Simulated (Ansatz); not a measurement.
Base system: TiAl (space group P4/mmm, No. 123; a = 2.824 Å, c = 4.075 Å; relaxed with 0.1 eV smearing). Axes: x, y, z lie along a, b, c of the conventional cell.

Structures relaxed with PBE, PAW, 420 eV (Ansatz, an electronic-structure program; no SOC).

Base:

Simulated powder pattern, Cu Kα1, λ = 1.54056 Å (kinematic, ideal powder, no thermal factors, no anomalous dispersion; the 10 strongest lines at most, above 2 %, up to 2θ = 90°):

```
2θ (°)  I/Imax (%)    hkl
------  ----------  -----
21.79          8.9  (001)
31.66          6.8  (100)
38.76          100  (101)
44.43           17  (002)
45.38           31  (110)
65.38           19  (112)
66.12          9.2  (200)
78.00           11  (103)
79.36           21  (211)
83.17          9.2  (202)
```

After one change:

Simulated powder pattern, Cu Kα1, λ = 1.54056 Å (kinematic, ideal powder, no thermal factors, no anomalous dispersion; the 10 strongest lines at most, above 2 %, up to 2θ = 90°):

| 2θ (°) | I/Imax (%) |
|---|---|
| 22.02 | 8.6 |
| 31.33 | 6.9 |
| 38.63 | 100 |
| 44.91 | 48 |
| 50.56 | 2.9 |
| 55.78 | 2.0 |
| 65.39 | 28 |
| 78.60 | 32 |
| 82.83 | 9.2 |

Problem. Name the change that was made.
(A) biaxial strain +1.00 %, plane normal [001], relaxed out of plane
(B) biaxial strain −2.50 %, plane normal [001], relaxed out of plane
(C) biaxial strain +2.50 %, plane normal [001], relaxed out of plane
(D) biaxial strain +1.50 %, plane normal [001], relaxed out of plane

Solution. A, biaxial strain +1.00 %, plane normal [001], relaxed out of plane. Its volume per atom is 16.41 Å³ against 16.25 Å³, and its space group is P4/mmm (No. 123).

No phonon test of stability was made. All final runs are without spin polarisation.
